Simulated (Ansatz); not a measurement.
System: CsCl-type TmRh. Method: PBEsol in Ansatz (plane waves, PAW).

Run with plane-wave cutoff 520 eV, 16×16×16 k mesh, Fermi–Dirac smearing 0.05 eV, spin-polarised with parallel moments, scalar-relativistic PAW data made under PBE.

Cell (relaxed at this level):

```
CELL_PARAMETERS angstrom
      3.33530     0.00000     0.00000
      0.00000     3.33530     0.00000
      0.00000     0.00000     3.33530
ATOMIC_POSITIONS crystal
  Rh 0.00000 0.00000 0.00000
  Tm 0.50000 0.50000 0.50000
```
Starting moments (μB, in the order of the record's atoms Rh Tm): 0.0 2.0.

Problem. What does this level give for the bulk modulus?

Solution. 
bulk modulus: 112 GPa

The run finds no gap.

Note: the magnetic order was assumed, not searched for or taken from measurement; the bulk modulus is −V dP/dV from two relaxed cells at ±2 % in volume; the 4f shell is treated without U or exact exchange, so its levels and filling can be wrong.

Spin–orbit coupling is not included.

Static lattice: no zero-point or thermal effects.

Ansatz is a first-principles code.
